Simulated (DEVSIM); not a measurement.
Structure: abrupt Si p-n junction, at 300 K.

| layer (left to right) | material | thickness (μm) | Nd (cm⁻³) | Na (cm⁻³) | τn (s) | τp (s) |
|---|---|---|---|---|---|---|
| 1 | Si | 1.80 | - | 5e18 | 1.4e-6 | 1.4e-5 |
| 2 | Si | 22.0 | 7.7e14 | - | 1.4e-5 | 1.4e-5 |

Left contact: ohmic. Right contact: ohmic. Voltage is applied to the left contact. Recombination: SRH at mid-gap, radiative, Auger. Gap narrowing is on: ΔEg = 6.92 meV × (l + √(l² + 0.5)), l = ln(N/1.3e17 cm⁻³), shared equally by both band edges. Mobility is μmin + (μ − μmin)/(1 + (N/Nref)^α).

This is a model device: material constants are rounded textbook-type values typed into the input, and sizes, dopings and lifetimes were drawn at random. Values at 300 K.

```tsv
parameter	Si
gap (eV)	1.124
affinity (eV)	4.05
permittivity	11.7
Nc (cm⁻³)	2.86e19
Nv (cm⁻³)	3.1e19
μn (cm²/Vs)	1417
μp (cm²/Vs)	470
μn,min	52
μp,min	45
Nref,n	9.7e16
Nref,p	2.2e17
αn	0.68
αp	0.72
B (cm³/s)	4.7e-15
Cn (cm⁶/s)	2.8e-31
Cp (cm⁶/s)	9.9e-32
```

Simulated with DEVSIM: 1D drift-diffusion, Boltzmann statistics, complete ionisation; no tunnelling, impact ionisation, image-force lowering or self-heating.

Question: Tabulate band edges, carrier densities and field at zero bias.

Answer: Energies count from the Fermi level of the right contact; mesh points crowd at the junctions.

```json
[
 {"x (μm)": "0.000", "Ec (eV)": "1.026", "Ev (eV)": "-0.047", "n (cm⁻³)": "170", "p (cm⁻³)": "5.0e18", "field (V/cm)": "≈ 0"},
 {"x (μm)": "0.03215", "Ec (eV)": "1.026", "Ev (eV)": "-0.047", "n (cm⁻³)": "170", "p (cm⁻³)": "5.0e18", "field (V/cm)": "≈ 0"},
 {"x (μm)": "0.1062", "Ec (eV)": "1.026", "Ev (eV)": "-0.047", "n (cm⁻³)": "170", "p (cm⁻³)": "5.0e18", "field (V/cm)": "≈ 0"},
 {"x (μm)": "0.2766", "Ec (eV)": "1.026", "Ev (eV)": "-0.047", "n (cm⁻³)": "170", "p (cm⁻³)": "5.0e18", "field (V/cm)": "≈ 0"},
 {"x (μm)": "0.9000", "Ec (eV)": "1.026", "Ev (eV)": "-0.047", "n (cm⁻³)": "170", "p (cm⁻³)": "5.0e18", "field (V/cm)": "≈ 0"},
 {"x (μm)": "1.423", "Ec (eV)": "1.026", "Ev (eV)": "-0.047", "n (cm⁻³)": "170", "p (cm⁻³)": "5.0e18", "field (V/cm)": "≈ 0"},
 {"x (μm)": "1.650", "Ec (eV)": "1.026", "Ev (eV)": "-0.047", "n (cm⁻³)": "170", "p (cm⁻³)": "5.0e18", "field (V/cm)": "≈ 0"},
 {"x (μm)": "1.767", "Ec (eV)": "1.026", "Ev (eV)": "-0.047", "n (cm⁻³)": "170", "p (cm⁻³)": "5.0e18", "field (V/cm)": "≈ 0"},
 {"x (μm)": "1.800", "Ec (eV)": "1.009", "Ev (eV)": "-0.064", "n (cm⁻³)": "320", "p (cm⁻³)": "2.6e18", "field (V/cm)": "-84000"},
 {"x (μm)": "1.830", "Ec (eV)": "0.933", "Ev (eV)": "-0.190", "n (cm⁻³)": "6000", "p (cm⁻³)": "2.0e16", "field (V/cm)": "-18000"},
 {"x (μm)": "1.904", "Ec (eV)": "0.837", "Ev (eV)": "-0.287", "n (cm⁻³)": "250000", "p (cm⁻³)": "4.7e14", "field (V/cm)": "-11000"},
 {"x (μm)": "2.192", "Ec (eV)": "0.559", "Ev (eV)": "-0.565", "n (cm⁻³)": "1.2e10", "p (cm⁻³)": "1.0e10", "field (V/cm)": "-7900"},
 {"x (μm)": "2.755", "Ec (eV)": "0.300", "Ev (eV)": "-0.824", "n (cm⁻³)": "2.6e14", "p (cm⁻³)": "450000", "field (V/cm)": "-1600"},
 {"x (μm)": "4.080", "Ec (eV)": "0.272", "Ev (eV)": "-0.852", "n (cm⁻³)": "7.7e14", "p (cm⁻³)": "150000", "field (V/cm)": "≈ 0"},
 {"x (μm)": "8.982", "Ec (eV)": "0.272", "Ev (eV)": "-0.852", "n (cm⁻³)": "7.7e14", "p (cm⁻³)": "150000", "field (V/cm)": "≈ 0"},
 {"x (μm)": "16.49", "Ec (eV)": "0.272", "Ev (eV)": "-0.852", "n (cm⁻³)": "7.7e14", "p (cm⁻³)": "150000", "field (V/cm)": "≈ 0"},
 {"x (μm)": "20.70", "Ec (eV)": "0.272", "Ev (eV)": "-0.852", "n (cm⁻³)": "7.7e14", "p (cm⁻³)": "150000", "field (V/cm)": "≈ 0"},
 {"x (μm)": "22.50", "Ec (eV)": "0.272", "Ev (eV)": "-0.852", "n (cm⁻³)": "7.7e14", "p (cm⁻³)": "150000", "field (V/cm)": "≈ 0"},
 {"x (μm)": "23.42", "Ec (eV)": "0.272", "Ev (eV)": "-0.852", "n (cm⁻³)": "7.7e14", "p (cm⁻³)": "150000", "field (V/cm)": "≈ 0"},
 {"x (μm)": "23.65", "Ec (eV)": "0.272", "Ev (eV)": "-0.852", "n (cm⁻³)": "7.7e14", "p (cm⁻³)": "150000", "field (V/cm)": "≈ 0"},
 {"x (μm)": "23.75", "Ec (eV)": "0.272", "Ev (eV)": "-0.852", "n (cm⁻³)": "7.7e14", "p (cm⁻³)": "150000", "field (V/cm)": "≈ 0"},
 {"x (μm)": "23.80", "Ec (eV)": "0.272", "Ev (eV)": "-0.852", "n (cm⁻³)": "7.7e14", "p (cm⁻³)": "150000", "field (V/cm)": "≈ 0"}
]
```
